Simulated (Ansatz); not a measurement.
Take Ru in the hcp (Mg type) structure (space group P6_3/mmc, No. 194; relaxed with 0.1 eV smearing) as the base.

```yaml
crystal:
  lattice:
    - [2.69139, 0.00000, 0.00000]
    - [-1.34570, 2.33081, 0.00000]
    - [0.00000, 0.00000, 4.24891]
  atoms:
    - { symbol: Ru, position: [0.66667, 0.33333, 0.75000] }
    - { symbol: Ru, position: [0.33333, 0.66667, 0.25000] }
```

Cartesian axes are those of the cell as printed.

Computed with Ansatz (a program for electronic structure), PBEsol, PAW, cutoff 420 eV, spin-orbit coupling left out.

Base values:

| Property | Value |
|---|---|
| Shortest interatomic distance | 2.632 Å |
| Pressure | 0.0 GPa |

One thing is altered: a pure shear with ε_xz = ε_zx = 0.0086; the atoms relax in the strained cell.

**Question.** How does this affect the energy relative to the base?

**Answer.** The energy rises by 2.5 meV/atom.

**Question.** How does this affect the shortest interatomic distance?

**Answer.** The shortest interatomic distance drops by 0.018 Å, from 2.632 Å to 2.614 Å.

**Question.** Estimate the effect on the pressure.

**Answer.** The pressure (mean of the normal stresses, compression positive) stays essentially unchanged (0.0 GPa against 0.1 GPa).

Stability against distortions was not tested. The final runs are not spin-polarised.
